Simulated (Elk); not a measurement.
Troubleshooting Elk: a failed run on TiS (P6_3/mmc, 4 atoms in the cell). The aim is a self-consistent single point with DFT, PBEsol, all-electron FP-LAPW, Elk's shipped species files, APW+lo basis with extra local orbitals.

The input file:

```
tasks
  0

xctype
  22

tforce
  .true.

rgkmax
  7.5

gmaxvr
  18.0

lmaxapw
  10

lmaxo
  8

nxlo
  2

lorbcnd
  .true.

lradstp
  2

nrmtscf
  2.0

rmtscf
  0.96

mixtype
  2

lmaxi
  4

stype
  3

swidth
  0.00367493

scale
  1.889726125

avec
    3.2672899183    0.0000000190    0.0000000000
   -1.6336449756    2.8295560613    0.0000000000
    0.0000000000    0.0000000000    6.4314800000

atoms
  2   : nspecies
  'Ti.in'   : spfname
  2   : natoms; atposl, bfcmt below
  0.0000000000  0.0000000000  0.0000000000    0.0 0.0 0.0
  0.0000000000  0.0000000000  0.5000000000    0.0 0.0 0.0
  'S.in'   : spfname
  2   : natoms; atposl, bfcmt below
  0.3333333333  0.6666666667  0.2500000000    0.0 0.0 0.0
  0.6666666667  0.3333333333  0.7500000000    0.0 0.0 0.0

ngridk
  7 7 3
```

Output (repeated stretches shortened):

```
│ Elk code version 10.2.4 started │

│ Current task : 0 │

Error(getmixdata): mixtype not defined :        2
```

Q: Read the log: what does the program object to, and what is the fix?

A: The fault is a value outside the range that the key allows. The key takes a closed set or range of values. To fix it, use an allowed value. The program stopped before any SCF iteration.

The sound input it was made from differs as follows (other fixes are possible):
```diff
-mixtype
-  2
-
```

With that input, the run converged in 15 iterations: free energy E − TS -68113.9020 eV; Fermi level (on the code's own zero) 10.28 eV (DFT, PBEsol, all-electron FP-LAPW, Elk's shipped species files, APW+lo basis with extra local orbitals).

On the sound input: the starting cell comes from a database of computed structures (which also holds hypothetical and non-ambient phases and stackings), without a prior relaxation at this level. Spin polarisation is off, so a magnetic state, if there is one, cannot be reached. Values depend on the basis (sphere radii, cutoffs, local orbitals), which need not be converged.
